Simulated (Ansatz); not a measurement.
## Convergence series on RuPb₃ (I4/mmm, 4 atoms in the cell)

```
RuPb3
1.0
   -2.36288     2.36288     5.26318
    2.36288    -2.36288     5.26318
    2.36288     2.36288    -5.26318
Pb Ru
3 1
Cartesian
  0.00000   0.00000   5.26318
  0.00000   2.36288   2.63159
  2.36288   0.00000   2.63159
  0.00000   0.00000   0.00000
```

Method of the run: PBE (plane waves, PAW; Ansatz, a quantum-chemistry and plane-wave program).

The starting cell was generated: these elements placed on a structure prototype, without a prior relaxation; it need not be a known phase or ordering of this composition. Spin polarisation is off. In the base run, with a pressure of about -7 GPa the cell is away from its equilibrium volume at this level. Ansatz's pressure includes its estimate of the finite-basis (Pulay) stress.

Held fixed: kpoints.mp_grid.grid = 8 8 8; kpoints.mp_grid.shift = 0.5 0.5 0.5; hamiltonian.xc = pbe; hamiltonian.pseudopotentials = {kind: paw} (the program's default PAW files); scf.occupations.method = cold; scf.occupations.width = 0.2 eV.

ΔF is the free energy per atom less that of the last row (840 eV).

The first pressure column holds Ansatz's estimate of the finite-basis (Pulay) stress, which hides part of the cutoff error; the other is without it.

| basis.ecutwfc | ΔF (meV/atom) | pressure (GPa) | pressure at a fixed set of plane waves (GPa) | plane waves | iterations |
|---|---|---|---|---|---|
| 170 eV | 18661.4 | 1.97 | -412.98 | 583 | 9 |
| 210 eV | 4259.5 | -8.83 | -133.54 | 841 | 9 |
| 250 eV | 836.5 | -6.86 | -40.04 | 1025 | 8 |
| 295 eV | 95.3 | -6.90 | -12.34 | 1371 | 7 |
| 335 eV | 10.2 | -7.02 | -7.71 | 1627 | 7 |
| 380 eV | 1.87 | -7.00 | -7.04 | 1985 | 7 |
| 420 eV | 1.21 | -7.00 | -7.03 | 2289 | 7 |
| 485 eV | 0.37 | -7.00 | -7.02 | 2883 | 7 |
| 545 eV | 0.15 | -7.00 | -7.01 | 3357 | 7 |
| 630 eV | 0.06 | -7.00 | -7.00 | 4221 | 7 |
| 735 eV | 0.03 | -7.00 | -7.00 | 5287 | 7 |
| 840 eV | 0.00 | -7.00 | -7.00 | 6481 | 7 |

Pressure within 0.2 GPa of the last row: from basis.ecutwfc = 250 eV on; the one before it is off by 1.8 GPa. The value it settles on is -7.0 GPa at this level of theory and with the other settings as held.

Energy within 5 meV/atom of the last row: from basis.ecutwfc = 380 eV on; the one before it is off by 10 meV/atom.

Keys are those of Ansatz 0.2.
